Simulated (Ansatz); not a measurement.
# germanium (0 0 1) on cubic CsPbBr3 (0 0 1) (film strained to the substrate, started from cuts of the bulks and a machine-learned relaxation; slabs Cs2Pb3Br8 and Ge16, which can lie off the formulas)

A periodic stack without vacuum, germanium (0 0 1) on cubic CsPbBr3 (0 0 1) (film strained to the substrate, started from cuts of the bulks and a machine-learned relaxation; slabs Cs2Pb3Br8 and Ge16, which can lie off the formulas): substrate slab Cs2Pb3Br8, film Ge16, surface cells [[0, 1], [-1, 0]] and [[0, -1], [2, 1]], film strained by +4.2 and +4.2 %, outermost planes BrPb/BrPb and Ge/Ge as cut, which need not be the usual terminations and can put a slab off its formula.

The start was prepared with a machine-learned potential, and the result is one local minimum, with the in-plane cell held and forces under 0.04 eV/Å; the film can end far from its bulk form.

These are PBE (plane waves to 420 eV, PAW; Ansatz, a quantum-chemistry and plane-wave program) values and carry that method's errors. Scalar-relativistic, without spin–orbit coupling; the runs are not spin-polarised. Its k-point mesh 4×4×1, Fermi–Dirac width 0.05 eV.

interface area: 36.0 Å²
period: 27.54 Å
heights between the nearest atoms of the two slabs at the two interfaces: 2.16 and 2.14 Å
Ge–Pb contacts across the interfaces within 1.22 times the sum of covalent radii: 2, mean 2.99 Å
Br–Ge contacts across the interfaces within 1.22 times the sum of covalent radii: 2, mean 2.59 Å

```yaml
crystal:
  lattice:
    - [5.99966, -0.00290, 0.07389]
    - [-0.00081, 5.99306, 0.28926]
    - [-1.17763, -0.75016, 27.52084]
  atoms:
    - { symbol: Cs, position: [0.11852, 0.06875, 0.17271] }
    - { symbol: Pb, position: [0.64089, 0.54905, 0.05058] }
    - { symbol: Br, position: [0.09641, 0.50877, 0.07803] }
    - { symbol: Br, position: [0.48208, 0.05196, 0.02584] }
    - { symbol: Br, position: [0.61486, 0.71018, 0.15929] }
    - { symbol: Cs, position: [0.06450, 0.12102, 0.36798] }
    - { symbol: Pb, position: [0.62979, 0.63422, 0.26949] }
    - { symbol: Br, position: [0.13155, 0.61573, 0.27041] }
    - { symbol: Br, position: [0.61114, 0.13596, 0.26812] }
    - { symbol: Br, position: [0.69406, 0.61265, 0.37799] }
    - { symbol: Pb, position: [0.54428, 0.64567, 0.48959] }
    - { symbol: Br, position: [0.04880, 0.48565, 0.51389] }
    - { symbol: Br, position: [0.51346, 0.10189, 0.46328] }
    - { symbol: Ge, position: [0.81655, 0.09107, 0.63986] }
    - { symbol: Ge, position: [0.32956, 0.60673, 0.64447] }
    - { symbol: Ge, position: [0.96322, 0.46775, 0.60574] }
    - { symbol: Ge, position: [0.64109, 0.76456, 0.59221] }
    - { symbol: Ge, position: [0.34184, 0.08451, 0.74760] }
    - { symbol: Ge, position: [0.83035, 0.59072, 0.74178] }
    - { symbol: Ge, position: [0.56915, 0.32981, 0.69344] }
    - { symbol: Ge, position: [0.08615, 0.85721, 0.69434] }
    - { symbol: Ge, position: [0.86414, 0.08505, 0.84546] }
    - { symbol: Ge, position: [0.33734, 0.56677, 0.84649] }
    - { symbol: Ge, position: [0.09042, 0.33749, 0.79216] }
    - { symbol: Ge, position: [0.59563, 0.82649, 0.79821] }
    - { symbol: Ge, position: [0.47625, 0.96599, 0.93402] }
    - { symbol: Ge, position: [0.77536, 0.64570, 0.94820] }
    - { symbol: Ge, position: [0.61623, 0.33027, 0.89572] }
    - { symbol: Ge, position: [0.09970, 0.81724, 0.89971] }
```
